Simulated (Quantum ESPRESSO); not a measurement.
# Equation of state of zinc-blende GaP (space group 216): energy against volume (Quantum ESPRESSO, PBE)

```yaml
crystal:
  lattice:
    - [0.00000, 2.67655, 2.67655]
    - [2.67655, 0.00000, 2.67655]
    - [2.67655, 2.67655, 0.00000]
  atoms:
    - { symbol: Ga, position: [0.00000, 0.00000, 0.00000] }
    - { symbol: P, position: [0.75000, 0.75000, 0.75000] }
```

Method: PBE, GBRV 1.5 ultrasoft (PBE) pseudopotentials (plane waves; Quantum ESPRESSO). Settings: ecutwfc = 65 Ry; ecutrho = 325 Ry; occupations = smearing; smearing = fd; degauss = 0.000734986 Ry; potentials = {Ga: ga_pbe_v1.4.uspp.F.UPF, P: p_pbe_v1.5.uspp.F.UPF}; K_POINTS = automatic 10 10 10 0 0 0; conv_thr = 1e-10 Ry; mixing_beta = 0.3. The cell above is the first row's. The rows scale it uniformly. In all rows fractional positions and the k mesh are held. E is the free energy at the stated smearing, counted from the lowest row.

```csv
V (Å^3/atom),E (meV/atom)
19.175,?
19.591,21.16
20.008,9.28
20.425,2.40
20.842,0.00
21.259,1.64
21.676,6.85
22.092,15.28
22.509,26.59
```

The 8 complete rows are fitted with the third-order Birch-Murnaghan form, a cubic in V^(-2/3), E against V. With u = V^(-2/3) - 0.131, the rows have u = 0.006603, 0.004685, 0.002832, 0.001040, -0.000692, -0.002369, -0.003988, -0.005562. Least squares gives E = 0.523 - 1163.1·u + 640902·u² + 1306575·u³. Residuals (row less fit): -0.002, 0.004, 0.001, -0.008, 0.006, -0.008, 0.008, -0.004; standard error 0.008 (degrees of freedom: 4). Its minimum lies at u = 0.000905, so V0 = (0.131905)^(-3/2) = 20.87. There d²E/du² = 1289000 and d³E/du³ = 7839000, so B0 = (4/9) × 20.87^(-7/3) × 1289000 × 0.160218 = 76.5 GPa (the last factor turns the table's units into GPa), and B0' = 4 + (2/3) × 0.131905 × (7839000)/1289000 = 4.5. The program's pressures in the fitted runs (not shown) pass through zero at V = 20.82, 0.25 % from this V0.

**Question.** Predict the withheld E at V = 19.175 from the fit, and compare with the calculation.

**Answer.** u = 0.008586, so E = 0.523 - 1163.1 × 0.008586 + 640902 × 0.008586² + 1306575 × 0.008586³ = 38.611 meV/atom. The calculation gives 38.64 meV/atom, 0.029 meV/atom above the prediction (0.1 % of the range of E in the table). The row lies outside the fitted rows, so this is an extrapolation. From the scatter of the fitted rows alone, a prediction at this place has a standard error of 0.024 meV/atom, so the miss is 1.2 times that.

Carrying the step between the two nearest rows on in a straight line would have given 33.01, off by 5.63; series whose last step already gives the withheld value aren't shown. The scan was laid around a cell of about the measured size, scaled by a guess for this functional. The runs keep the symmetry of the cell, so they don't test it for distortions. Cutoffs and mesh are single choices, not tested for convergence of this quantity. Series with a scatter that would blur these digits, or in which a gap closes, are not shown. Nor are scans whose minimum lies at an end fitted in this form.
